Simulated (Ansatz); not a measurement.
Worked calculations on one periodic cell of amorphous Ti20O43Al2: Ti20O43Al2, 65 atoms, volume 792.4 Å³, made by a melt-quench on the CHGNet potential and relaxed with DFT. O atoms were pushed apart under 1.9 Å during the dynamics, to hinder bonds among them. It is a model cell: composition and starting density were chosen by hand, and all elements were melted together. Cycles of charging were run to anneal it. These are PBE, scalar-relativistic without spin-orbit coupling (plane waves to 420 eV, PAW; Ansatz, a quantum-chemistry and plane-wave program) values and carry that method's errors. Sampling: a 2×2×2 Γ-centred mesh; Fermi-Dirac width 0.02 eV; no spin polarisation. Its volume was held where the quench left it, its shape was held as a cube, and it stands at a mean pressure of 3.3 GPa with stress components up to 4.7 GPa; the relaxation ran on the zone centre alone. Its density went from a set 3.56 to 3.56 g/cm³. The cell is small and was quenched far faster than a real film, so it is one sample of the glass.

Problem. Count formal charges (Ti +4, O -2, Al +3). What does the count lead one to expect at the Fermi level, and what does the calculation give?

Solution. 20 × (+4) + 43 × (-2) + 2 × (+3) = 0. The charges balance, so the anion-derived valence states can be full and a gap can open. On this mesh the highest filled and lowest empty level lie 2.55 eV apart, the PBE gap of this cell, with a localised state at one edge or both.

Four energies for an added electron at PBE on the zone centre alone (charged cells in a uniform background, spin-polarised): neutral at the neutral geometry -75549.629 eV; charged at the neutral geometry -75540.568 eV; charged and relaxed -75540.658 eV; neutral at the charged geometry -75549.470 eV.

Problem. Find the two relaxation energies and their sum, the reorganisation energy.

Solution. On charging: -75540.568 − (-75540.658) = 0.090 eV. On discharging: -75549.470 − (-75549.629) = 0.159 eV. The sum is 0.249 eV. The carrier's level spreads over 10 of the 65 atoms' worth, so it counts as partly localised, most on one Ti atom with neighbours O 1.85 Å, O 1.87 Å, O 1.87 Å, O 1.89 Å, O 2.12 Å (neutral geometry). The values are uncorrected: the image energy of a point charge in this cell, 2.84 × 14.40 / (2 × 9.3) = 2.2 eV before screening, is screened by electrons alone at the fixed geometry and by ions too after relaxing, and the carrier can be spread before it relaxes, so each term can be off by up to that value times 1/ε∞, some tenths of an eV. PBE's self-interaction favours spread-out carriers, so a hybrid can localise more.

Four energies for a hole at PBE on the zone centre alone (charged cells in a uniform background, spin-polarised): neutral at the neutral geometry -75549.629 eV; charged at the neutral geometry -75555.903 eV; charged and relaxed -75556.432 eV; neutral at the charged geometry -75548.675 eV.

Problem. Find the two relaxation energies and their sum, the reorganisation energy.

Solution. On charging: -75555.903 − (-75556.432) = 0.529 eV. On discharging: -75548.675 − (-75549.629) = 0.954 eV. The sum is 1.483 eV. The carrier's level spreads over 4 of the 65 atoms' worth, so it counts as localised, most on one O atom with neighbours Ti 1.81 Å, Ti 1.84 Å (neutral geometry). The values are uncorrected: the image energy of a point charge in this cell, 2.84 × 14.40 / (2 × 9.3) = 2.2 eV before screening, is screened by electrons alone at the fixed geometry and by ions too after relaxing, and the carrier can be spread before it relaxes, so each term can be off by up to that value times 1/ε∞, some tenths of an eV. PBE's self-interaction favours spread-out carriers, so a hybrid can localise more.
